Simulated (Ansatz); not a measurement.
**Response to strain in TiB2**

Consider TiB$_{2}$ (space group P6/mmm, No. 191; relaxed with 0.1 eV smearing).

```xyz
3
Lattice="3.0324 0.0000 0.0000 -1.5162 2.6261 0.0000 0.0000 0.0000 3.2238" Properties=species:S:1:pos:R:3 pbc="T T T"
Ti     0.0000     0.0000     0.0000
B      1.5162     0.8754     1.6119
B      0.0000     1.7507     1.6119
```

Strains are applied to the cell and any free atomic positions relax.

Calculations: Kohn–Sham DFT with the PBE functional, run in Ansatz (a first-principles code) with PAW and 420 eV plane waves, spin-orbit coupling left out.

Notes on the quantities. pressure: mean of the normal stresses, compression positive; energy relative to the base: free energy F.

```tsv
variant	volume per atom	pressure	energy relative to the base
base	8.56 Å³	0.0 GPa	0 meV/atom
isotropic strain −2.50 %	7.93 Å³	22.4 GPa	+41 meV/atom
isotropic strain −2.00 %	8.05 Å³	17.4 GPa	+26 meV/atom
isotropic strain −1.00 %	8.30 Å³	8.2 GPa	+6.3 meV/atom
isotropic strain +0.50 %	8.69 Å³	-3.7 GPa	+1.5 meV/atom
isotropic strain +1.00 %	8.82 Å³	-7.2 GPa	+5.9 meV/atom
isotropic strain +1.50 %	8.95 Å³	-10.4 GPa	+13 meV/atom
isotropic strain +2.00 %	9.08 Å³	-13.5 GPa	+23 meV/atom
isotropic strain +2.50 %	9.22 Å³	-16.4 GPa	+36 meV/atom
isotropic strain +3.00 %	9.35 Å³	-19.0 GPa	+51 meV/atom
```

Stability against distortions was not tested. All final runs are without spin polarisation.
